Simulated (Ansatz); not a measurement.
# Short convergence ladders for SrIn₂ (P6_3/mmc, 6 atoms in the cell)

```
CELL_PARAMETERS angstrom
      5.06967     0.00000     0.00000
     -2.53484     4.39046     0.00000
      0.00000     0.00000     8.15589
ATOMIC_POSITIONS crystal
  Sr 0.00000 0.00000 0.75000
  Sr 0.00000 0.00000 0.25000
  In 0.33333 0.66667 0.95349
  In 0.66667 0.33333 0.04651
  In 0.66667 0.33333 0.45349
  In 0.33333 0.66667 0.54651
```

Base method: LDA (PW92), default PAW files made with PBE (plane waves; Ansatz, a program for electronic structure).

Base settings: basis.ecutwfc = 420 eV; kpoints.mp_grid.grid = 8 8 4; hamiltonian.xc = lda; hamiltonian.pseudopotentials = {kind: paw} (the program's default PAW files); scf.occupations.method = gaussian; scf.occupations.width = 0.1 eV.

Core times come from one kind of shared machine, to one figure; runs under 30 s give none.

**Zone-centre phonons against the cutoff**

In this ladder: phonons.method = dfpt.

The mesh stays at the base's, so the ladder's end is converged at best in this setting alone.

Frequencies are those of the unrelaxed cell, without the LO-TO term of polar crystals.

Only quantities that move along the ladder and can be compared are tabulated.

| basis.ecutwfc | highest zone-centre frequency (cm⁻¹) | lowest optical frequency (cm⁻¹) | core time / last (rough) |
|---|---|---|---|
| 210 eV | 118.2 | 15.4 | 0.1 |
| 295 eV | 136.7 | 65.1 | 0.2 |
| 420 eV | 134.9 | 65.6 | 0.4 |
| 505 eV | 134.9 | 65.6 | 1 |

Coarsest basis.ecutwfc that holds the highest zone-centre frequency within 5 cm⁻¹ of the last step, with all finer ones: 295 eV, at about 0.2 of the last step's time; the step before is off by 17 cm⁻¹.

Coarsest basis.ecutwfc that holds the lowest optical frequency within 5 cm⁻¹ of the last step, with all finer ones: 295 eV, at about 0.2 of the last step's time; the step before is off by 50 cm⁻¹.

**The force threshold of a relaxation**

On SrIn2 (P3m1, 6 atoms in the cell): one atom moved by 0.15 angstrom.

In this ladder: relax = atoms.

The mesh stays at the base's, so the ladder's end is converged at best in this setting alone.

Only quantities that move along the ladder and can be compared are tabulated.

```tsv
relax.f_tol	free energy less the last step's (meV/atom)	largest force left (eV/Å)	relaxation steps	core time / last (rough)
0.2 eV/Å	1.05	0.1798	2	0.4
0.05 eV/Å	0.00	0.0047	3	0.5
0.02 eV/Å	0.00	0.0048	4	0.6
0.005 eV/Å	0.00	0.0048	4	0.6
0.001 eV/Å	0.00	0.0001	6	1
```

Coarsest relax.f_tol that holds the largest force left within 0.02 eV/Å of the last step, with all finer ones: 0.05 eV/Å; the step before is off by 0.18 eV/Å.

Coarsest relax.f_tol that holds the free energy within 0.1 meV/atom of the last step, with all finer ones: 0.05 eV/Å; the step before is off by 1.0 meV/atom.

On the base run: the starting cell comes from a database of computed structures (which also holds hypothetical and non-ambient phases and stackings), without a prior relaxation at this level. Its lattice was rescaled by up to half a per cent. In the base run, with a pressure of about -4 GPa the cell is away from its equilibrium volume at this level.

Keys are those of Ansatz 0.2.
